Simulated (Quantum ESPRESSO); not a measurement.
Input and output of a self-consistent single point for CaGa2 (P3m1, 6 atoms in the cell) (Quantum ESPRESSO).

Computed with LDA (PZ), GBRV 1.5 ultrasoft (LDA) pseudopotentials (plane waves; Quantum ESPRESSO).

```
CaGa2
1.0
    4.46548     0.00000     0.00000
   -2.23274     3.86722     0.00000
    0.00000     0.00000     7.42460
Ca Ga
2 4
Direct
  0.00000   0.00000   0.25673
  0.00000   0.00000   0.75000
  0.33333   0.66667   0.04253
  0.66667   0.33333   0.95747
  0.66667   0.33333   0.54253
  0.33333   0.66667   0.45747
```

Reference input (self-consistent single point, DFT, LDA (PZ), plane waves, GBRV 1.5 ultrasoft (LDA) pseudopotentials): ecutwfc = 50 Ry; ecutrho = 250 Ry; occupations = smearing; smearing = fermi-dirac; degauss = 0.0073499 Ry; potentials = {Ca: ca_lda_v1.uspp.F.UPF, Ga: ga_lda_v1.4.uspp.F.UPF}; K_POINTS = automatic 4 4 2 0 0 0; conv_thr = 1e-09 Ry. This run's input differs from it in these lines:

```diff
@@ -16,2 +16,3 @@
     degauss = 0.0073499
+    nbnd = 48
 /
```

Output (repeated stretches shortened):

```
     Self-consistent Calculation

     iteration #  1     ecut=    50.00 Ry     beta= 0.70

 %%%%%%%%%%%%%%%%%%%%%%%%%%%%%%%%%%%%%%%%%%%%%%%%%%%%%%%%%%%%%%%%%%%%%%%%%%%%%%
     Error in routine efermig (1):
     internal error, cannot bracket Ef
 %%%%%%%%%%%%%%%%%%%%%%%%%%%%%%%%%%%%%%%%%%%%%%%%%%%%%%%%%%%%%%%%%%%%%%%%%%%%%%

     stopping ...
```

The program stopped with an error at about iteration 1. 

The starting cell comes from a database of computed structures (which also holds hypothetical and non-ambient phases and stackings), without a prior relaxation at this level. Its lattice was rescaled by up to half a per cent. One atom was moved a little off its site on purpose.
